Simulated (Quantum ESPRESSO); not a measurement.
# How a calculation on Ba3SnS4 (Pm-3m, 8 atoms in the cell) responds to its settings

```
Ba3SnS4
1.0
    6.33258     0.00000     0.00000
    0.00000     6.33258     0.00000
    0.00000     0.00000     6.33258
Ba Sn S
3 1 4
Direct
  0.00000   0.00000   0.50000
  0.50000   0.00000   0.00000
  0.00000   0.50000   0.00000
  0.50000   0.50000   0.50000
  0.00000   0.00000   0.00000
  0.50000   0.50000   0.00000
  0.00000   0.50000   0.50000
  0.50000   0.00000   0.50000
```

Base run A: PBEsol, PseudoDojo standard norm-conserving (PBESOL) pseudopotentials run with Quantum ESPRESSO, self-consistent single point.

Its settings: ecutwfc = 75 Ry; occupations = fixed; potentials = {Ba: Ba.upf, Sn: Sn.upf, S: S.upf}; K_POINTS = automatic 3 3 3 0 0 0; nbnd = 38; conv_thr = 1e-11 Ry; mixing_beta = 0.5.

The starting cell comes from a database of computed structures (which also holds hypothetical and non-ambient phases and stackings), without a prior relaxation at this level. Another mesh or the band path of this cell gives a smaller gap, so this value is not converged in the mesh.

ΔF is the free energy per atom less that of run A. 

Run A gave: pressure (GPa) -2.75; gap on the mesh (eV) 2.470.

Runs:
- B: lattice scaled by 0.97
- C: lattice scaled by 0.97; ecutwfc: 75 Ry → 45 Ry
- D: lattice scaled by 0.985
- E: lattice scaled by 0.985; ecutwfc: 75 Ry → 45 Ry
- F: lattice scaled by 1.015
- G: lattice scaled by 1.015; ecutwfc: 75 Ry → 45 Ry
- H: lattice scaled by 1.03
- I: lattice scaled by 1.03; ecutwfc: 75 Ry → 45 Ry
- J: ecutwfc: 75 Ry → 45 Ry

Q: What does run B change against A?

A: The free energy goes down by 14.1 meV/atom, the pressure goes from -2.75 to 1.46 GPa and the gap on the mesh goes from 2.470 to 2.291 eV.

Q: What does run J change against A?

A: The free energy rises by 442 meV/atom, the pressure goes from -2.75 to -17.21 GPa and the gap on the mesh stays at 2.470 eV.

| run | ΔF (meV/atom) | pressure (GPa) | gap on the mesh (eV) |
|---|---|---|---|
| A | 0.00 | -2.75 | 2.470 |
| B | -14.1 | 1.46 | 2.291 |
| C | 428.3 | -14.38 | 2.291 |
| D | -16.2 | -0.88 | 2.389 |
| E | 427.9 | -16.06 | 2.389 |
| F | 31.8 | -4.23 | 2.537 |
| G | 482.5 | -18.26 | 2.537 |
| H | 76.8 | -5.38 | 2.511 |
| I | 520.5 | -18.65 | 2.504 |
| J | 442.3 | -17.21 | 2.470 |
